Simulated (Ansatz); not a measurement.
Base system: Ge in the diamond structure (space group Fd-3m, No. 227; a = 5.676 Å).

Level of theory: PBEsol in Ansatz (plane waves to 420 eV, PAW, scalar-relativistic without spin-orbit coupling), earlier PAW set.

Before the change:

| Item | Value |
|---|---|
| Lattice parameter a | 5.676 Å |

Now apply this change: a hydrostatic pressure of 60 GPa.

**Question.** What happens to the lattice parameter a?

**Answer.** The lattice parameter a shrinks by 0.6666 Å (5.676 Å → 5.010 Å).

Load acts through the strain it causes; cell and atoms are relaxed under it. No phonon test of stability was made. Measured, Ge leaves this structure (for the β-tin structure) near 10.6 GPa (room temperature; as listed in arXiv:1906.07825).

Ansatz is an electronic-structure program.
